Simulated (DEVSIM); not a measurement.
Structure: abrupt Si n-p junction, at 300 K.

```
layer (left to right)  material  thickness (μm)  Nd (cm⁻³)  Na (cm⁻³)  τn (s)  τp (s)
---------------------  --------  --------------  ---------  ---------  ------  ------
1                            Si            3.90     2.6e18          -    4e-6    4e-6
2                            Si            2.70          -       2e16    4e-6    4e-6
```

Left contact: ohmic. Right contact: ohmic. Voltage is applied to the left contact. Recombination: SRH at mid-gap, radiative. Mobility is μmin + (μ − μmin)/(1 + (N/Nref)^α).

This is a model device: material constants are rounded textbook-type values typed into the input, and sizes, dopings and lifetimes were drawn at random. Values at 300 K.

```csv
parameter,Si
gap (eV),1.124
affinity (eV),4.05
permittivity,11.7
Nc (cm⁻³),2.86e19
Nv (cm⁻³),3.1e19
μn (cm²/Vs),1417
μp (cm²/Vs),470
"μn,min",52
"μp,min",45
"Nref,n",9.7e16
"Nref,p",2.2e17
αn,0.68
αp,0.72
B (cm³/s),4.7e-15
```

Simulated with DEVSIM: 1D drift-diffusion, Boltzmann statistics, complete ionisation; no tunnelling, impact ionisation, image-force lowering or self-heating.

The doping Nd of layer 1 was swept, all else fixed.

```tsv
doping Nd of layer 1 (cm^-3)	largest field in the device at zero bias (V/cm)	potential step across the device at zero bias (V)
7.8e16	60000	0.781
2.6e17	?	0.813
7.8e17	76000	0.841
2.6e18	110000	0.872
7.8e18	170000	0.901
```

Q: Complete the blanks.

A: 
- 2.6e17, largest field in the device at zero bias (V/cm): 67000
